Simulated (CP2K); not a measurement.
Band structure of InSb (F-43m, 2 atoms in the cell).

```
CELL_PARAMETERS angstrom
      4.58205     0.00000     0.00000
      2.29103     3.96817     0.00000
      2.29103     1.32272     3.74123
ATOMIC_POSITIONS crystal
  In 0.00000 0.00000 0.00000
  Sb 0.25000 0.25000 0.25000
```

Level of theory: PBE, GPW, TZVP-MOLOPT-SR-GTH basis, GTH-PBE potentials (GTH_POTENTIALS) in CP2K 2026.2.

Settings: CUTOFF = 500 Ry; REL_CUTOFF = 60 Ry; SMEAR/METHOD = FERMI_DIRAC; ELECTRONIC_TEMPERATURE = 580.23 K; KPOINTS/SCHEME = MONKHORST-PACK 6 6 6; GAMMA_CENTERED = T; XC_FUNCTIONAL = PBE; In/BASIS_SET = TZVP-MOLOPT-SR-GTH-q13; In/POTENTIAL = GTH-PBE-q13; Sb/BASIS_SET = TZVP-MOLOPT-SR-GTH-q5; Sb/POTENTIAL = GTH-PBE-q5; METHOD = GPW; EPS_DEFAULT = 1e-10; EXTRAPOLATION = USE_GUESS.

The starting cell has typed, rounded lattice constants, without a prior relaxation at this level. Spin-orbit coupling is off. Values carry the incompleteness of an atom-centred basis. The run gives no clean gap (levels at the Fermi energy touch, overlap or are partly filled at this smearing), which alone does not show that the compound is a metal.

Levels in eV from the Fermi level, bands 6 to 11:
```csv
point,6,7,8,9,10,11
Γ,-10.74,-0.21,-0.04,-0.04,-0.04,2.94
X,-8.76,-5.97,-2.30,-2.30,1.29,1.31
W,-8.72,-5.86,-2.90,-2.78,3.48,3.99
K,-8.79,-5.83,-3.17,-1.96,1.59,3.70
L,-9.37,-5.67,-1.04,-1.04,0.50,3.80
U,-8.79,-5.83,-3.17,-1.96,1.59,3.70
```

Bands cross the Fermi level along this path, so the cell is metallic at this level.

Higher empty bands are left out: an atom-centred basis made for the valence describes them poorly.
